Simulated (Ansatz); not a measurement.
## WC: uniaxial strain ε_xx = +2.00 %

The reference is WC (space group P-6m2, No. 187; a = 2.884 Å, c = 2.812 Å; relaxed with 0.1 eV smearing). Axes: x lies along a and z along c of the hexagonal cell.

Now apply this change: uniaxial strain ε_xx = +2.00 %, all other strain components held at zero; the atoms relax in the strained cell.

The values are results of plane-wave PAW DFT at the LDA level (Ansatz, a program for electronic structure, 420 eV), no spin-orbit coupling, not measurements. k-mesh 23×23×20 (Γ-centred); smearing 0.1 eV (Fermi–Dirac).

| quantity | base | changed | shift |
|---|---|---|---|
| volume per atom | 10.13 Å³ | 10.33 Å³ | +0.20 Å³ |
| space group | P-6m2 (No. 187) | Amm2 (No. 38) | – |
| shortest interatomic distance | 4.118 bohr | 4.128 bohr | +0.010 bohr |
| energy relative to the base (free energy F) | 0 meV/atom | +9.1 meV/atom | +9.1 meV/atom |
| pressure (mean of the normal stresses, compression positive) | 0.0 GPa | -7.6 GPa | -7.6 GPa |
| band gap | zero | zero | – |
| stress (xx, yy, zz, yz, xz, xy; compression positive) | – | (-14.1, -4.9, -3.7, 0.0, 0.0, 0.0) GPa | – |

Whether these cells are dynamically stable was not tested. The final runs are not spin-polarised.
